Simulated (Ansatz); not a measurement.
**A computed series for hypothetical R3m AlZnInO4: pressure series**

The parent structure is AlZnInO4 (space group R3m, No. 160; a = 3.2923 Å, c = 25.9221 Å (hexagonal axes); a hypothetical phase, not in the database extracts checked).

Cell and atoms are relaxed at each pressure.

All numbers come from plane-wave PAW DFT at the PBE level (Ansatz, a program for electronic structure, 420 eV), no spin-orbit coupling.

Notes on the quantities. enthalpy: H = E + PV relative to the base's energy.

```json
[
 {"variant": "base", "band gap": "1.76 eV", "smallest direct gap": "1.77 eV", "volume per atom": "11.59 Å³", "enthalpy": "–"},
 {"variant": "pressure −1 GPa", "band gap": "1.74 eV", "smallest direct gap": "1.75 eV", "volume per atom": "11.66 Å³", "enthalpy": "-0.07 eV/atom"},
 {"variant": "pressure 0.3 GPa", "band gap": "1.77 eV", "smallest direct gap": "1.78 eV", "volume per atom": "11.57 Å³", "enthalpy": "+0.02 eV/atom"},
 {"variant": "pressure 0.7 GPa", "band gap": "1.78 eV", "smallest direct gap": "1.78 eV", "volume per atom": "11.54 Å³", "enthalpy": "+0.05 eV/atom"},
 {"variant": "pressure 1.5 GPa", "band gap": "___", "smallest direct gap": "___", "volume per atom": "___", "enthalpy": "+0.11 eV/atom"},
 {"variant": "pressure 3 GPa", "band gap": "1.83 eV", "smallest direct gap": "1.84 eV", "volume per atom": "11.38 Å³", "enthalpy": "+0.22 eV/atom"},
 {"variant": "pressure 5 GPa", "band gap": "1.87 eV", "smallest direct gap": "1.88 eV", "volume per atom": "11.26 Å³", "enthalpy": "+0.36 eV/atom"},
 {"variant": "pressure 7.5 GPa", "band gap": "1.92 eV", "smallest direct gap": "1.93 eV", "volume per atom": "11.11 Å³", "enthalpy": "+0.53 eV/atom"},
 {"variant": "pressure 10 GPa", "band gap": "1.97 eV", "smallest direct gap": "1.98 eV", "volume per atom": "10.97 Å³", "enthalpy": "+0.70 eV/atom"}
]
```

Q: Fill in the withheld entries from the trend.

A: 
- pressure 1.5 GPa, band gap: 1.80 eV
- pressure 1.5 GPa, smallest direct gap: 1.80 eV
- pressure 1.5 GPa, volume per atom: 11.48 Å³

Load acts through the strain it causes; cell and atoms are relaxed under it. Whether these cells are dynamically stable was not tested. Competing high-pressure phases were not computed.
